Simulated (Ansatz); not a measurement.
Start from BaTiO$_{3}$ in the cubic perovskite structure (space group Pm-3m, No. 221; a = 3.9944 Å).

All numbers come from r2SCAN/PAW in Ansatz (a program for electronic structure), without spin-orbit coupling, earlier PAW set.

For the base:

The band gap comes out as 2.18 eV and the gap character comes out as indirect, R → Γ.

Modification: the cell is scaled by 0.9700 in all directions, atoms relaxed at fixed cell.

Question: What happens to the band gap and gap character?

Answer: The band gap goes up by 0.21 eV, from 2.18 eV to 2.39 eV; the gap character changes from indirect, R → Γ to direct at Γ.

The cells carry an imposed strain or load. No phonon test of stability was made. The final runs are not spin-polarised. Many cubic perovskites are stable only at high temperature; tilts and polar distortions were not tested. This is not the structure that BaTiO3 has at room temperature and ambient pressure.
